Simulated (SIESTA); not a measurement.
Worked example: self-consistent single point of MoSi₂ (P1, 3 atoms in the cell) in SIESTA.

Method: GGA PBE, numerical atomic orbitals DZP, PseudoDojo PBE standard norm-conserving potentials (rewritten from UPF to PSML) (SIESTA 5.4.2).

The change in words: lattice scaled by 0.98. Reference geometry:
```
MoSi2
1.0
   -1.60500     1.60500     3.92500
    1.60500    -1.60500     3.92500
    1.60500     1.60500    -3.92500
Si Mo
2 1
Direct
  0.65162   0.66315   0.99126
  0.34219   0.31510   0.97653
  0.00618   0.02174   0.03221
```

Reference input (self-consistent single point, DFT, GGA PBE, numerical atomic orbitals DZP, PseudoDojo PBE standard norm-conserving potentials (rewritten from UPF to PSML)): XC.functional = GGA; XC.authors = PBE; potentials = PseudoDojo PBE standard; PAO.BasisSize = DZP; PAO.EnergyShift = 0.005 Ry; MeshCutoff = 300 Ry; kgrid.MonkhorstPack = 7 7 9; OccupationFunction = MP; OccupationMPOrder = 0; ElectronicTemperature = 100 meV; MaxSCFIterations = 150; SCF.Mixer.Method = Pulay. This run's input differs from it in these lines:

```diff
@@ -12,5 +12,5 @@
 %block LatticeVectors
-    -1.605000000    1.605000000    3.925000000
-     1.605000000   -1.605000000    3.925000000
-     1.605000000    1.605000000   -3.925000000
+    -1.572900000    1.572900000    3.846500000
+     1.572900000   -1.572900000    3.846500000
+     1.572900000    1.572900000   -3.846500000
 %endblock LatticeVectors
```

Log, with long lists cut:

```
        iscf     Eharris(eV)        E_KS(eV)     FreeEng(eV)     dDmax    Ef(eV) dHmax(eV)
   scf:    1    -2105.387322    -2138.621148    -2138.623085  0.687945 -4.439570 11.091585
   scf:    2    -2144.038601    -2142.978583    -2142.979138  0.276095 -5.288289  0.618943
   scf:    3    -2143.047112    -2143.014973    -2143.015515  0.050601 -5.321434  0.453137
   scf:    4    -2143.047453    -2143.034227    -2143.034764  0.065440 -5.383612  0.108086
   scf:    5    -2143.036469    -2143.035465    -2143.036016  0.025354 -5.417454  0.010247
   [... 3 lines left out ...]
   scf:    9    -2143.035473    -2143.035473    -2143.036024  0.000131 -5.420332  0.000910
   scf:   10    -2143.035473    -2143.035473    -2143.036024  0.000037 -5.420447  0.000220
   scf:   11    -2143.035473    -2143.035473    -2143.036024  0.000010 -5.420439  0.000002
   scf:   12    -2143.035473    -2143.035473    -2143.036024  0.000001 -5.420439  0.000002
SCF Convergence by DM+H criterion
max |DM_out - DM_in|         :     0.0000005898
max |H_out - H_in|      (eV) :     0.0000015571
SCF cycle converged after 12 iterations

Using DM_out to compute the final energy and forces

siesta: E_KS(eV) =            -2143.0355

siesta: E_KS - E_eggbox =     -2143.0355

siesta: Atomic forces (eV/Ang):
     1    0.174221    0.490776    0.789232
     2    1.381437    0.044992   -1.360547
     3   -1.555491   -0.536683    0.570711
   Tot    0.000167   -0.000914   -0.000605
   Max    1.555491
   Res    0.924294    sqrt( Sum f_i^2 / 3N )
   Max    1.555491    constrained

Stress tensor Voigt[x,y,z,yz,xz,xy] (kbar):     -183.62     -198.28     -220.61       -2.45       15.44       -6.64
(Free)E + p*V (eV/cell)    -2138.2645
Target enthalpy (eV/cell)    -2143.0360

   [... lines left out ...]
siesta: FreeEng =     -2143.036024
siesta: Cell volume =         38.065186 Ang**3
siesta:         200.83656815        198.14337303  kBar
   [... lines left out ...]
   3 14.165   1.909  -0.075   0.341   1.929   1.933   1.930   0.314   0.476
              0.314   0.922   1.099   0.893   1.121   0.920   0.138   0.036

              0.008   0.021  -0.066

mulliken: Qtot =       22.000

Mulliken Atomic Populations:
Atom #   charge [q] valence [e]  Species
     1     0.085723    3.914277  Si
     2     0.079065    3.920935  Si
     3    -0.164788   14.164788  Mo
 Total    -0.000000
```

The run converged in 12 iterations. Against the reference run the free energy goes up by 60.0 meV/atom, the pressure goes from 4.99 to 20.08 GPa and the largest force goes from 1.508 to 1.939 eV/Å.

The starting cell has typed, rounded lattice constants, without a prior relaxation at this level. Its atoms were displaced at random from the sites of space group no. 139. For this run, on top of that: lattice scaled by 0.98. Spin polarisation is off. Values carry the incompleteness of an atom-centred basis. With a pressure of about 20 GPa the cell is away from its equilibrium volume at this level. Forces in this geometry exceed 1 eV/Å.

Cost on one core of a shared machine: roughly 60 s.
